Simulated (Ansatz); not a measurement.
We consider HgCdTe2 (R3m, No. 160, 4 atoms in the cell; start mp-1226741), described by PBE0 in Ansatz (PAW).

Run with plane-wave cutoff 460 eV, 6×6×6 k mesh, Fermi–Dirac smearing 0.01 eV, scalar-relativistic PAW data made under PBE.

Cell (relaxed with PBEsol):

```
CELL_PARAMETERS angstrom
      2.29987     1.32783     7.49472
     -2.29987     1.32783     7.49472
      0.00000    -2.65566     7.49472
ATOMIC_POSITIONS crystal
  Cd 0.99975 0.99975 0.99975
  Hg 0.49996 0.49996 0.49996
  Te 0.12491 0.12491 0.12491
  Te 0.62541 0.62541 0.62541
```

Task: Predict the band gap.

Result: 
- band gap = 1.15 eV (on the SCF k mesh)

Note: cell and atoms aren't relaxed at this level (pressure 1.1 GPa).

Spin–orbit coupling is not included; with these elements it can move the gap by several tenths of an eV or more.

The computed numbers hold no vibrational or temperature effects.

The result took roughly 10 core-minutes.

A start named mp-… is a Materials Project structure, which need not be a measured phase.

Ansatz is an electronic-structure program.
